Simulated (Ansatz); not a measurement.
Start from Hf in the hcp (Mg type) structure (space group P6_3/mmc, No. 194; a = 3.1979 Å, c = 5.0473 Å). Axes: x lies along a and z along c of the hexagonal cell.

Calculations: DFT with r2SCAN, PAW potentials and a 500 eV plane-wave cutoff in Ansatz (a program for electronic structure), no spin-orbit coupling.

Free-standing slabs (1 atom(s) a layer) normal to the z axis with 15 Å of vacuum; in-plane cell held at bulk.

One change was made to it. Results:

```tsv
quantity	base	after
shortest interatomic distance	312.7 pm	291.9 pm
band gap	zero	zero
```

**Question.** Which of these changes matches the shifts?
A. 5 layers
B. 3 layers
C. 4 layers
D. 1 layer
E. 2 layers

**Answer.** E, 2 layers. For comparison, the shortest interatomic distance in the other runs: 3 layers gives 305.1 pm; 1 layer gives 319.8 pm; 4 layers gives 299.0 pm; 5 layers gives 300.2 pm.

Whether these cells are dynamically stable was not tested. The final runs are not spin-polarised.
